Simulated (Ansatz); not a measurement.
Start from C in the diamond structure (space group Fd-3m, No. 227; a = 3.560 Å).

The values are results of r2SCAN (Ansatz, a quantum-chemistry and plane-wave program), no spin-orbit coupling, earlier PAW set, not measurements.

One change was made to it. Results:

```csv
quantity,base,after
band gap,4.36 eV,zero
shortest interatomic distance,1.542 Å,1.755 Å
```

Task: Which change produced these results?
A) C → Mo
B) C → B
C) C → Ru

Result: B, C → B. For comparison, the shortest interatomic distance in the other runs: C → Mo gives 2.446 Å; C → Ru gives 2.345 Å.

Whether these cells are dynamically stable was not tested. As relaxed here, B, Mo and Ru are hypothetical phases, not in the database extracts checked. The final runs are not spin-polarised.
